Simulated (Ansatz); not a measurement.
**A computed series for Zr: response to strain**

The reference is Zr in the hcp (Mg type) structure (space group P6_3/mmc, No. 194; a = 3.182 Å, c = 5.124 Å; relaxed with 0.1 eV smearing). Axes: x lies along a and z along c of the hexagonal cell.

Strains are applied to the cell and any free atomic positions relax.

All numbers come from DFT with PBEsol, PAW potentials and a 420 eV plane-wave cutoff in Ansatz (a quantum-chemistry and plane-wave program), scalar-relativistic without spin-orbit coupling.

Candidates:
(a) uniaxial strain ε_zz = −2.00 %
(b) uniaxial strain ε_zz = +2.50 %
(c) uniaxial strain ε_zz = −3.00 %
(d) uniaxial strain ε_zz = −1.50 %
(e) uniaxial strain ε_zz = +3.00 %

Notes on the quantities. energy relative to the base: free energy F.

### Question
Order them by energy relative to the base, highest first.

### Answer
(c) uniaxial strain ε_zz = −3.00 % (+11 meV/atom), (e) uniaxial strain ε_zz = +3.00 % (+10 meV/atom), (b) uniaxial strain ε_zz = +2.50 % (+7.1 meV/atom), (a) uniaxial strain ε_zz = −2.00 % (+5.0 meV/atom), (d) uniaxial strain ε_zz = −1.50 % (+2.8 meV/atom)

No phonon test of stability was made. All final runs are without spin polarisation.
